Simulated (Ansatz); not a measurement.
For CsCl-type HfOs, PBEsol in Ansatz (plane waves, PAW) gives:

| Property | Value |
|---|---|
| lattice parameter a | 3.224 Å |
| bulk modulus B0 | 239 GPa |

Question: What does r²SCAN (plane waves, PAW; Ansatz, an electronic-structure program) give for the same quantities?

Answer: 
- lattice constant a: 3.245 Å (grows by 0.7 %)
- bulk modulus: 235 GPa (decreases by 1.7 %)

For comparison: lattice constant a 3.239 Å (measured, temperature not stated, copied from a table, unchecked, no zero-point or thermal correction; as tabulated in Transactions of the Metallurgical Society of Aime 215, 283 (1959)).

Changes are worked out from the printed values.

Unless a cell is named, each level is at its own relaxed cell (PBEsol 16.76, r²SCAN 17.08 Å³/atom).

Levels without +SOC leave out spin–orbit coupling, which shifts energies and cells of such heavy elements.

Caveats: the bulk modulus is −V dP/dV from two relaxed cells at ±2 % in volume (PBEsol, r²SCAN). Ansatz's density-functional and Hartree–Fock values are scalar-relativistic unless marked +SOC, with PAW data made under PBE.
